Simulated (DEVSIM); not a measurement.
Device: abrupt GaAs n-p junction, at 300 K.

Layer 1 from the left is GaAs, thickness (μm) 0.390, Nd (cm⁻³) 8.3e16, τn (s) 6.9e-8, τp (s) 2.1e-9. Layer 2 from the left is GaAs, thickness (μm) 22.0, Na (cm⁻³) 4.1e17, τn (s) 6.9e-8, τp (s) 6.9e-8.

Left contact: ohmic. Right contact: ohmic. Voltage is applied to the left contact. Recombination: SRH at mid-gap, radiative, Auger. Mobility is μmin + (μ − μmin)/(1 + (N/Nref)^α).

This is a model device: material constants are rounded textbook-type values typed into the input, and sizes, dopings and lifetimes were drawn at random. Values at 300 K.

GaAs: gap (eV) 1.424, affinity (eV) 4.07, permittivity 12.9, Nc (cm⁻³) 4.7e17, Nv (cm⁻³) 9e18, μn (cm²/Vs) 8500, μp (cm²/Vs) 400, μn,min 500, μp,min 20, Nref,n 6e16, Nref,p 1.5e17, αn 0.39, αp 0.38, B (cm³/s) 2e-10, Cn (cm⁶/s) 1e-30, Cp (cm⁶/s) 1e-30.

Task: Estimate by hand the built-in potential, the peak field at zero bias, the capacitance at 0.6 V, and compare with a numerical solution.

Result: 
- Built-in potential: ni = √(Nc Nv) exp(−Eg/2kT) = 2250000 cm⁻³ with Eg = 1.424 eV; Vbi = kT/q ln(Na Nd/ni²) = 1.299 V; numerical 1.299 V.
- Peak field at zero bias: depletion approximation: W = √(2εVbi/(qN)) = 0.164 μm with N = 6.90e16 cm⁻³; field = 2Vbi/W = 159000 V/cm; numerical 155000 V/cm (estimate above by 2.0 %).
- Capacitance at 0.6 V: C = √(qεN / 2(Vbi + |V|)) = 57.7 nF/cm²; numerical 58.5 nF/cm² (estimate below by 1.4 %).

DEVSIM, 1D drift-diffusion, Boltzmann statistics, complete ionisation; no tunnelling, impact ionisation, image-force lowering or self-heating.
